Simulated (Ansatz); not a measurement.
RuSi under a change: isotropic strain +1.27 %

Base system: RuSi (space group P2_13, No. 198; a = 4.7047 Å).

Perturbation: an isotropic linear strain of +1.27 %; the atoms relax in the strained cell.

Method: r2SCAN (Ansatz, an electronic-structure program; PAW; 500 eV plane waves; no spin-orbit coupling). k-mesh 10×10×10 (Γ-centred); smearing 0.05 eV (Fermi–Dirac).

```json
[
 {"quantity": "volume per atom", "base": "13.02 Å³", "changed": "13.52 Å³", "shift": "+0.50 Å³"},
 {"quantity": "space group", "base": "P2_13 (No. 198)", "changed": "P2_13 (No. 198)", "shift": "–"},
 {"quantity": "shortest interatomic distance", "base": "2.378 Å", "changed": "2.392 Å", "shift": "+0.014 Å"},
 {"quantity": "energy relative to the base (free energy F)", "base": "0 meV/atom", "changed": "+12 meV/atom", "shift": "+12 meV/atom"},
 {"quantity": "pressure", "base": "0.00 GPa", "changed": "-7.56 GPa", "shift": "-7.566 GPa"},
 {"quantity": "band gap (uncertain: the edges found look like a band crossing or inverted bands; the changed cell)", "base": "0.31 eV", "changed": "0.29 eV", "shift": "-0.014 eV"},
 {"quantity": "largest internal atomic displacement", "base": "–", "changed": "0.030 Å", "shift": "–"}
]
```

Final structure:

```yaml
crystal:
  lattice:
    - [4.76448, 0.00000, 0.00000]
    - [0.00000, 4.76448, 0.00000]
    - [0.00000, 0.00000, 4.76448]
  atoms:
    - { symbol: Ru, position: [0.12580, 0.12580, 0.12580] }
    - { symbol: Ru, position: [0.62580, 0.37420, 0.87420] }
    - { symbol: Ru, position: [0.87420, 0.62580, 0.37420] }
    - { symbol: Ru, position: [0.37420, 0.87420, 0.62580] }
    - { symbol: Si, position: [0.83598, 0.83598, 0.83598] }
    - { symbol: Si, position: [0.33598, 0.66402, 0.16402] }
    - { symbol: Si, position: [0.16402, 0.33598, 0.66402] }
    - { symbol: Si, position: [0.66402, 0.16402, 0.33598] }
```

Stability against distortions was not tested. A zero or small gap of RuSi under isotropic strain +1.27 % can be the functional's error rather than a property of the material.
